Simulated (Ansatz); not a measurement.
Levels about the gap of amorphous Ti10Al12O38 (60 atoms in a cell of 745 Å³, 3.14 g/cm³; zone centre alone, so wide bands show as single levels with stretches between that a denser mesh fills), at the geometry that PBE relaxed, where it gives -2.0 GPa on a denser mesh. The participation number counts the atoms over which a state spreads; weights are charges in smoothed Voronoi cells. The levels come from a single point, so bond lengths are those of that geometry. Method of the levels: PBE, scalar-relativistic without spin-orbit coupling (Ansatz, an electronic-structure program). Sampling: the zone centre alone; Fermi-Dirac width 0.02 eV; no spin polarisation. At PBE the levels at both edges of the gap are localised (band-tail or defect states), and the nearest spread-out levels lie 3.5 eV apart at the zone centre.

A CHGNet melt-quench gave the starting glass, which DFT then relaxed. O atoms were pushed apart under 1.9 Å during the dynamics, to hinder bonds among them. It is the lowest in DFT energy of 2 quenches. It is a model cell: composition and starting density were chosen by hand, and all elements were melted together. No dispersion term was used. Its density started from a set value of 3.14 and ended at 3.14 g/cm³. The simulated quench (nominally 140 K/ps over its main leg) is rapid and tends to freeze in more defects than a deposited or slowly cooled glass has. Values belong to this one cell and scatter from quench to quench. The volume was held where the preparation left it, at a PBE pressure of -2.0 GPa (tension). Stress components on the final sampling reach 2.4 GPa.

```json
[
 {"E - E(highest filled), eV": "-0.96", "filling": "filled", "participation number": "18.3", "largest on": "O, 3 neighbours", "weight O": "0.94", "weight Ti": "0.04", "weight Al": "0.02"},
 {"E - E(highest filled), eV": "-0.94", "filling": "filled", "participation number": "12.3", "largest on": "O, 3 neighbours", "weight O": "0.94", "weight Ti": "0.03", "weight Al": "0.02"},
 {"E - E(highest filled), eV": "-0.86", "filling": "filled", "participation number": "11.2", "largest on": "O, 3 neighbours", "weight O": "0.94", "weight Ti": "0.04", "weight Al": "0.02"},
 {"E - E(highest filled), eV": "-0.77", "filling": "filled", "participation number": "13.5", "largest on": "O, 4 neighbours", "weight O": "0.94", "weight Ti": "0.03", "weight Al": "0.03"},
 {"E - E(highest filled), eV": "-0.74", "filling": "filled", "participation number": "8.5", "largest on": "O, 3 neighbours", "weight O": "0.95", "weight Ti": "0.03", "weight Al": "0.02"},
 {"E - E(highest filled), eV": "-0.21", "filling": "filled", "participation number": "3.5", "largest on": "O, 2 neighbours", "weight O": "0.93", "weight Ti": "0.03", "weight Al": "0.04"},
 {"E - E(highest filled), eV": "0.00", "filling": "filled", "participation number": "2.0", "largest on": "O, 2 neighbours", "weight O": "0.94", "weight Ti": "0.01", "weight Al": "0.04"},
 {"E - E(highest filled), eV": "2.28", "filling": "empty", "participation number": "2.6", "largest on": "Ti, 5 neighbours", "weight O": "0.18", "weight Ti": "0.80", "weight Al": "0.02"},
 {"E - E(highest filled), eV": "2.33", "filling": "empty", "participation number": "4.0", "largest on": "Ti, 6 neighbours", "weight O": "0.18", "weight Ti": "0.80", "weight Al": "0.02"},
 {"E - E(highest filled), eV": "2.40", "filling": "empty", "participation number": "5.9", "largest on": "Ti, 6 neighbours", "weight O": "0.20", "weight Ti": "0.79", "weight Al": "0.01"},
 {"E - E(highest filled), eV": "2.47", "filling": "empty", "participation number": "4.1", "largest on": "Ti, 6 neighbours", "weight O": "0.21", "weight Ti": "0.78", "weight Al": "0.01"},
 {"E - E(highest filled), eV": "2.63", "filling": "empty", "participation number": "5.4", "largest on": "Ti, 5 neighbours", "weight O": "0.20", "weight Ti": "0.78", "weight Al": "0.02"},
 {"E - E(highest filled), eV": "2.70", "filling": "empty", "participation number": "9.8", "largest on": "Ti, 5 neighbours", "weight O": "0.22", "weight Ti": "0.77", "weight Al": "0.02"},
 {"E - E(highest filled), eV": "2.75", "filling": "empty", "participation number": "5.5", "largest on": "Ti, 6 neighbours", "weight O": "0.21", "weight Ti": "0.77", "weight Al": "0.01"}
]
```

Most localised among these is the filled level at +0.00 eV, on a O atom, which has 2 neighbours (Al 1.73 Å, Al 1.81 Å).
